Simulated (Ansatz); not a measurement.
Base system: HfO2 (space group P4_2/nmc, No. 137; a = 3.577 Å, c = 5.204 Å).

Computed with Ansatz (a program for electronic structure), r2SCAN, PAW, cutoff 500 eV, without spin-orbit coupling, earlier PAW set.

Before the change:

The electron mass is 1.0 mₑ along c, 0.89 mₑ across (at Γ) and the c/a ratio is 1.455.

The change: a hydrostatic pressure of 1.5 GPa.

Q: What does the calculation give for the electron mass after the change?

A: The electron mass becomes 1.1 mₑ along c, 0.88 mₑ across (at Γ) (base: 1.0 mₑ along c, 0.89 mₑ across (at Γ)).

Q: What happens to the c/a ratio?

A: The c/a ratio shrinks by 0.003 (1.455 → 1.452).

With Hf present, leaving out spin-orbit coupling can change the band edges. The levels and masses belong to the bands next to the band gap. Load acts through the strain it causes; cell and atoms are relaxed under it. Effective masses come from finite differences of ±0.01 Å⁻¹. Whether these cells are dynamically stable was not tested. This is not the structure that HfO2 has at room temperature and ambient pressure.
